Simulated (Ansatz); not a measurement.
Input and output of a self-consistent single point for Al (Fm-3m, 1 atom in the cell) (Ansatz, a quantum-chemistry and plane-wave program).

Computed with PBEsol, harder PAW files (source: ansatz) made with PBE (plane waves; Ansatz).

The change in words: lattice scaled by 0.985. Reference geometry:
```xyz
1
Lattice="0.0000 2.0498 2.0498 2.0498 0.0000 2.0498 2.0498 2.0498 0.0000" Properties=species:S:1:pos:R:3 pbc="T T T"
Al     0.0000     0.0000     0.0000
```

Reference input (self-consistent single point, DFT, PBEsol, plane waves, harder PAW files (source: ansatz) made with PBE): basis.ecutwfc = 900 eV; kpoints.mp_grid.grid = 11 11 11; hamiltonian.xc = pbesol; hamiltonian.pseudopotentials = {kind: paw, source: ansatz}; scf.occupations.method = fermi_dirac; scf.occupations.width = 0.136 eV. This run's input differs from it in these lines:

```diff
@@ -3,5 +3,5 @@
   lattice:
-    - [0.000000, 2.049757, 2.049757]
-    - [2.049757, 0.000000, 2.049757]
-    - [2.049757, 2.049757, 0.000000]
+    - [0.000000, 2.019011, 2.019011]
+    - [2.019011, 0.000000, 2.019011]
+    - [2.019011, 2.019011, 0.000000]
   atoms:
```

The program printed (abridged):

```
SCF iter   1: F=—  HF=-2418.170902 eV  |F-HF|=—  |Δ(HF+E_count)|=         —  Δρ=2.27e-2  dr2=8.48e-2  ethr=3.10e-3  ⟨swp⟩=5.9  Hψ=4396  notcnv=0
all-band conjugate gradients solve this SCF's bands
preconditioner: auto → none
SCF iter   2: F=—  HF=-2418.144017 eV  |F-HF|=—  |Δ(HF+E_count)|=   2.69e-2  Δρ=1.02e-2  dr2=1.61e-2  ethr=7.71e-4  ⟨swp⟩=2.0  Hψ=1228  notcnv=0  defer=13
SCF iter   3: F=—  HF=-2418.138816 eV  |F-HF|=—  |Δ(HF+E_count)|=   5.20e-3  Δρ=7.82e-4  dr2=7.50e-5  ethr=1.47e-4  ⟨swp⟩=1.9  Hψ=635  notcnv=0  defer=13
SCF iter   4: F=—  HF=-2418.138870 eV  |F-HF|=—  |Δ(HF+E_count)|=   5.41e-5  Δρ=1.15e-4  dr2=7.94e-7  ethr=6.82e-7  ⟨swp⟩=2.9  Hψ=929  notcnv=0  defer=13
SCF iter   5: F=-2418.138870 eV  HF=-2418.138870 eV  |F-HF|=1.41e-8  |Δ(HF+E_count)|=   2.76e-8  Δρ=1.30e-5  dr2=2.67e-8  ethr=9.09e-10  ⟨swp⟩=8.9  Hψ=3115  notcnv=0
SCF 1 converged in 5 iterations: F = -2418.138870 eV  dr2 = 2.67e-8
Stability not checked: this state was not tested for a lower state beside it, because too few of the mixer's solves of this state at the end of the SCF gave a …
Free energy (F): -2418.138870 eV
Internal energy: -2418.116809 eV  (E = F + TS)
E sigma→0 (E₀):  -2418.127840 eV
Entropy (-TS):   -0.022061 eV (-22.061 meV/atom)
Fermi energy:    10.021695 eV
--- Forces (eV/Å), atoms counted from 1 ---
  atom   1  Al    -0.00000000    -0.00000000    -0.00000000
--- Stress (GPa, compression-positive) ---
       -1.234842       0.000000      -0.000000
       -0.000000      -1.234842      -0.000000
       -0.000000       0.000000      -1.234842
  P = ⅓ Tr σ = -1.2348 GPa (-12.348 kbar)
  The stress holds the Pulay correction. Without it, at fixed plane waves, as pw.x and ABINIT print it: P = -1.2481 GPa
```

The run converged in 5 iterations. Against the reference run the free energy drops by 13.7 meV/atom and the pressure goes from -4.37 to -1.23 GPa.

The starting cell comes from a database of computed structures (which also holds hypothetical and non-ambient phases and stackings), without a prior relaxation at this level. Its lattice was rescaled by a random factor within 2.5 % of one. For this run, on top of that: lattice scaled by 0.985. Ansatz's pressure includes its estimate of the finite-basis (Pulay) stress.

Keys are those of Ansatz 0.2.
